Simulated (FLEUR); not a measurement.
FLEUR run on SnSe2 (P-3m1, 3 atoms in the cell): self-consistent single point.

Level of theory: PBE, all-electron FLAPW (FLEUR), scalar-relativistic valence.

The change in words: lattice scaled by 0.98. Reference geometry:
```
CELL_PARAMETERS angstrom
      1.90500    -3.29956     0.00000
      1.90500     3.29956     0.00000
      0.00000     0.00000     6.14000
ATOMIC_POSITIONS crystal
  Sn 0.00000 0.00000 0.00000
  Se 0.33333 0.66667 0.25000
  Se 0.66667 0.33333 0.75000
```

Reference input (self-consistent single point, DFT, PBE, all-electron FLAPW (FLEUR), scalar-relativistic valence): Kmax = 4.3 1/bohr; GmaxXC = 12.9 1/bohr; xcFunctional = pbe; jspins = 1; l_soc = F; mode = hist; fermiSmearingEnergy = 0.00183747 Htr; mesh (inpgen div1-3) = 7 7 4; inpgen gamma flag = true; Gmax = 12.9 1/bohr; numbands = 0; maxIterBroyd = 15. This run's input differs from it in these lines:

```diff
@@ -5,4 +5,4 @@
 0.5000000000 0.8660254038 0.0000000000
-0.0000000000 0.0000000000 1.6115485560
-7.1998565365
+0.0000000000 0.0000000000 1.6115484699
+7.0558597831
 1.0 1.0 1.0
@@ -44,5 +44,5 @@
          <bravaisMatrix>
-            <row-1>    3.5999282682499998    -6.2352586643244816     0.0000000000000000</row-1>
-            <row-2>    3.5999282682499998     6.2352586643244816     0.0000000000000000</row-2>
-            <row-3>    0.0000000000000000     0.0000000000000000    11.6029184048037362</row-3>
+            <row-1>    3.5279298915499999    -6.1105538178153580     0.0000000000000000</row-1>
+            <row-2>    3.5279298915499999     6.1105538178153580     0.0000000000000000</row-2>
+            <row-3>    0.0000000000000000     0.0000000000000000    11.3708600372837498</row-3>
          </bravaisMatrix>
```

Log, with long lists cut:

```
 Iteration:     1   Distance:       6.09680452 me/bohr^3
 Iteration:     2   Distance:       5.64578138 me/bohr^3
 Iteration:     3   Distance:       2.50168597 me/bohr^3
 Iteration:     4   Distance:       0.80032493 me/bohr^3
 Iteration:     5   Distance:       0.70247356 me/bohr^3
   [... 6 lines left out ...]
 Iteration:    12   Distance:       0.00025649 me/bohr^3
 Iteration:    13   Distance:       0.00017884 me/bohr^3
 Iteration:    14   Distance:       0.00003869 me/bohr^3
 Iteration:    15   Distance:       0.00000488 me/bohr^3
 Reset of history
 Run finished successfully
 Stop message:
   Structural relaxation: new displacements generated

[file out, last iteration]
             iter=     16
[...]
          total density-effective poten   -1.8022706722E+04
          total charge density-energy d   -3.4160140562E+02
 Updated energy parameters for spin:           1
[...]
 fermi energy and band-weighting factors:

[...]
FERMIE:
          first approx. to ef    (T=0)  :   0.232608 htr   (energy of the highest occ. eigenvalue)
          number of occ. states  (T=0)  :        644
          first approx. to seigv (T=0)  : -34.729315 htr
          sum of weights of occ. states :  23.000000
          sum of semicore charge        :   0.000000 e
FERHIS:  Fermi-Energy by histogram:
          bandgap                     :   0.033060 htr
   [... lines left out ...]
          charge neutrality (T=0)     :   0.000000    (zero if the highest occ. eigenvalue is "entirely" occupied)
 Direct bandgap for spin            1 :    5.1848893456678813E-002  Htr
 ---->    free energy=                    -11039.6332514238 htr
   [... lines left out ...]
      extrapolation for T->0
 ---->    total electron energy=          -11039.6332514238 htr
 ***** TOTAL FORCES ON ATOMS *****
 TOTAL FORCE FOR ATOM TYPE=  1  X=  0.000   Y=  0.000   Z=  0.000
                       FX_TOT= 0.000000 FY_TOT= 0.000000 FZ_TOT= 0.000000
 TOTAL FORCE FOR ATOM TYPE=  2  X=  0.000   Y= -4.074   Z=  2.843
                       FX_TOT= 0.000000 FY_TOT= 0.000000 FZ_TOT= 0.028143
```

The run converged in 15 iterations. FLEUR gives forces in its relaxation mode, with a further iteration, so its stop message speaks of a relaxation. Against the reference run the free energy goes up by 81.5 meV/atom and the gap on the mesh goes from 0.845 to 0.900 eV.

The starting cell has typed, rounded lattice constants, without a prior relaxation at this level. For this run, on top of that: lattice scaled by 0.98. Values depend on the basis (sphere radii, cutoffs, local orbitals), which need not be converged.

Cost on one core of a shared machine: roughly 80 s.
